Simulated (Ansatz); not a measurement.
What Mo → Re does to MoP

Start from MoP (space group P-6m2, No. 187; a = 3.2064 Å, c = 3.1740 Å).

Modification: full substitution Mo → Re, then cell and atoms are relaxed.

The values are results of PBEsol (Ansatz, a program for electronic structure), without spin-orbit coupling, earlier PAW set, not measurements. Settings: 16×16×16 k-points, 0.05 eV Fermi–Dirac smearing, for the changed cell.

```csv
quantity,base,changed,shift
lattice parameter a,320.6 pm,330.4 pm,+9.8 pm
c/a ratio,0.990,0.897,-0.093
space group,P-6m2 (No. 187),P-6m2 (No. 187),–
band gap,zero,zero,–
```

Cost of the whole job for the changed cell (relaxation, final SCF and bands): around 50 core-seconds (rough).

No phonon test of stability was made. As relaxed here, ReP is a hypothetical phase, not in the database extracts checked. The final runs are not spin-polarised. An odd electron count without spin: MoP.
